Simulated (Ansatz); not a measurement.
B20 (FeSi-type) FeGe was calculated with LDA (Ansatz, an electronic-structure program, PAW).

Settings: plane-wave cutoff 500 eV, 8×8×8 k mesh, Fermi–Dirac smearing 0.05 eV, spin-polarised with parallel moments, scalar-relativistic PAW data made under PBE.

Computed at the level's own relaxed cell.

Q: Predict the equilibrium volume per atom, lattice parameter a and magnetic moment (largest site, within a sphere).

A: 
equilibrium volume per atom: 11.76 Å³/atom
lattice parameter a: 4.549 Å
magnetic moment (largest site, within a sphere): 0.90 μB

Measured, for comparison: equilibrium volume per atom 12.97 Å³/atom (295 K, no zero-point or thermal correction; as tabulated in Wilhelm et al. (2007), arXiv:cond-mat/0703031); lattice constant a 4.699 Å (295 K, no zero-point or thermal correction, our sources range from 4.689 to 4.699; as tabulated in Wilhelm et al. (2007), arXiv:cond-mat/0703031). Computed (rounded) less measured: equilibrium volume per atom -9.3 %, lattice constant a -3.2 % (-3.0 % to -3.2 % over the range).

Note: the collinear magnetic order is the start's and need not be the measured one.

Moments are spin moments.

Computed values are for the static lattice.

The result took around 7 core-minutes (rough).
